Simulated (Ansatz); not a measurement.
We consider corundum Ga2O3 (metastable phase), described by PBE (Ansatz, an electronic-structure program, PAW).

Numerical settings: plane-wave cutoff 500 eV, 10×10×10 k mesh, Fermi–Dirac smearing 0.05 eV, scalar-relativistic PAW data made under PBE.

Cell (relaxed at this level):

Space group R-3c, hexagonal axes (No. 167); a = 5.058 Å, b = 5.058 Å, c = 13.624 Å, α = 90.00°, β = 90.00°, γ = 120.00°

| atom | site | symmetry | x | y | z |
|---|---|---|---|---|---|
| Ga | 12c | 3. | 0.0000 | 0.0000 | 0.1442 |
| O | 18e | .2 | 0.3031 | 0.3031 | 0.2500 |
(The calculation used a cell of 10 atoms; values per cell refer to that cell.)

Problem. Predict the band gap.

Solution. 
* **band gap**: 2.42 eV (on the SCF k mesh)

Spin–orbit coupling is not included.

The computed numbers hold no vibrational or temperature effects.
